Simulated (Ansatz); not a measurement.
The starting structures come from a database of crystals and need not be the phases stable at ambient conditions.

Inside the gap of an insulator the Bloch states are evanescent, with a wavenumber k + iκ along the transport direction.

Given:

```yaml
crystal:
  lattice:
    - [5.03775, 0.00000, 0.00000]
    - [0.00000, 9.97217, 0.00000]
    - [0.00000, 0.00000, 5.20238]
  atoms:
    - { symbol: Hf, position: [0.24559, 0.88458, 0.46490] }
    - { symbol: Hf, position: [0.75441, 0.11542, 0.53510] }
    - { symbol: Hf, position: [0.25441, 0.11542, 0.96490] }
    - { symbol: Hf, position: [0.74559, 0.88458, 0.03510] }
    - { symbol: Hf, position: [0.74559, 0.61542, 0.53510] }
    - { symbol: Hf, position: [0.25441, 0.38458, 0.46490] }
    - { symbol: Hf, position: [0.75441, 0.38458, 0.03510] }
    - { symbol: Hf, position: [0.24559, 0.61542, 0.96490] }
    - { symbol: O, position: [0.00244, 0.52286, 0.26133] }
    - { symbol: O, position: [0.99756, 0.47714, 0.73867] }
    - { symbol: O, position: [0.49756, 0.47714, 0.76133] }
    - { symbol: O, position: [0.50244, 0.52286, 0.23867] }
    - { symbol: O, position: [0.50244, 0.97714, 0.73867] }
    - { symbol: O, position: [0.49756, 0.02286, 0.26133] }
    - { symbol: O, position: [0.99756, 0.02286, 0.23867] }
    - { symbol: O, position: [0.00244, 0.97714, 0.76133] }
    - { symbol: O, position: [0.37420, 0.71054, 0.62649] }
    - { symbol: O, position: [0.62580, 0.28946, 0.37351] }
    - { symbol: O, position: [0.12580, 0.28946, 0.12649] }
    - { symbol: O, position: [0.87420, 0.71054, 0.87351] }
    - { symbol: O, position: [0.87420, 0.78946, 0.37351] }
    - { symbol: O, position: [0.12580, 0.21054, 0.62649] }
    - { symbol: O, position: [0.62580, 0.21054, 0.87351] }
    - { symbol: O, position: [0.37420, 0.78946, 0.12649] }
```

The cell is taken as given; by r2SCAN it stands under a pressure of 4.0 GPa.

Transport runs along the normal of the first two printed cell vectors.

The gap is the functional's own, uncorrected, and κ follows it; spin-orbit coupling is left out. Mid-gap means the computed energy nearest the middle.

Problem. Estimate the band gap and the smallest decay constant κ at mid-gap that r2SCAN in Ansatz (a program for electronic structure) returns for this system.

Solution. Gap 4.87 eV on a 6×4×6 mesh; κ = 0.376 1/Å, at the zone centre.
